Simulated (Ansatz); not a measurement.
System: BP (P6₃mc, No. 186, 4 atoms in the cell; start mp-1008559; a measured phase of this formula has another space group). Method: dielectric-dependent PBEsol hybrid in Ansatz (plane waves, PAW).

Run with plane-wave cutoff 460 eV, 9×9×6 k mesh (along the axes of the cell as run), Fermi–Dirac smearing 0.01 eV, scalar-relativistic PAW data made under PBE.

The cell is the one relaxed with PBEsol. Conventional cell: a = 3.1793 Å, b = 3.1793 Å, c = 5.2743 Å, α = 90.00°, β = 90.00°, γ = 120.00°.

```
CELL_PARAMETERS angstrom
      3.17927     0.00000     0.00000
     -1.58963     2.75333     0.00000
      0.00000     0.00000     5.27433
ATOMIC_POSITIONS crystal
  B  0.66667 0.33333 0.50045
  B  0.33333 0.66667 0.00045
  P  0.66667 0.33333 0.87455
  P  0.33333 0.66667 0.37455
```

### Question
List the 10 lowest band energies at Γ above −25 eV (eV, relative to the valence band maximum), grouping those that round alike.

### Answer
At Γ: -16.69, -13.25, -9.98, -2.25 (×2), -0.46, 0.00 (×2), 3.36 (×2).

Note: the run warned that its exchange threshold was loose for the stress; cell and atoms aren't relaxed at this level (pressure -0.8 GPa).

A start named mp-… is a Materials Project structure, which need not be a measured phase.

Ansatz is a program for electronic structure.
